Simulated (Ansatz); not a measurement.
Take TiB₂ (space group P6/mmm, No. 191; a = 2.9939 Å, c = 3.1595 Å) as the base. Axes: x lies along a and z along c of the hexagonal cell.

Calculations: LDA (Ansatz, a quantum-chemistry and plane-wave program, PAW, no spin-orbit coupling).

Strains are applied to the cell and any free atomic positions relax.

One change was made to it. Results:

```json
[
 {"quantity": "energy relative to the base (free energy F)", "base": "0 meV/atom", "after": "+15 meV/atom"},
 {"quantity": "pressure (mean of the normal stresses, compression positive)", "base": "0.0 GPa", "after": "-8.2 GPa"}
]
```

Problem. Which of these changes matches the shifts?
(A) uniaxial strain ε_xx = +3.00 %
(B) uniaxial strain ε_xx = +2.00 %
(C) uniaxial strain ε_xx = +1.50 %
(D) uniaxial strain ε_xx = +0.50 %
(E) uniaxial strain ε_xx = −3.00 %

Solution. A, uniaxial strain ε_xx = +3.00 %. For comparison, the energy relative to the base in the other runs: uniaxial strain ε_xx = +1.50 % gives +3.9 meV/atom; uniaxial strain ε_xx = +0.50 % gives +0.4 meV/atom; uniaxial strain ε_xx = +2.00 % gives +6.9 meV/atom; uniaxial strain ε_xx = −3.00 % gives +17 meV/atom.

A case with no gap was solved on a k-mesh chosen for an insulator, which is coarse for it. Without a gap, meshes like the base's 13×13×10 leave anisotropic stresses uncertain by several tenths of a GPa, and small strain energies with them. No phonon test of stability was made. The final runs are not spin-polarised.
